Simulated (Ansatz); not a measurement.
Consider HfO2 (space group P4_2/nmc, No. 137; a = 3.567 Å, c = 5.166 Å).

Levels (all Ansatz, a program for electronic structure, PAW): PBEsol (420 eV, spin-orbit coupling left out); r2SCAN (500 eV, scalar-relativistic without spin-orbit coupling).

The geometry is relaxed with PBEsol.

| Property | Value |
|---|---|
| PBEsol band gap | 4.57 eV |
| PBEsol smallest direct gap | 4.65 eV |
| PBEsol gap character | indirect, A → Γ |

With r2SCAN at the same geometry, the band gap grows by 0.655 eV to 5.22 eV; the smallest direct gap increases by 0.67 eV, from 4.65 eV to 5.32 eV; the gap character remains indirect, A → Γ.

Single points use the geometry relaxed with PBEsol. Spin-orbit coupling, missing from the scalar runs, can matter with Hf. Whether these cells are dynamically stable was not tested. This is not the structure that HfO2 has at room temperature and ambient pressure.
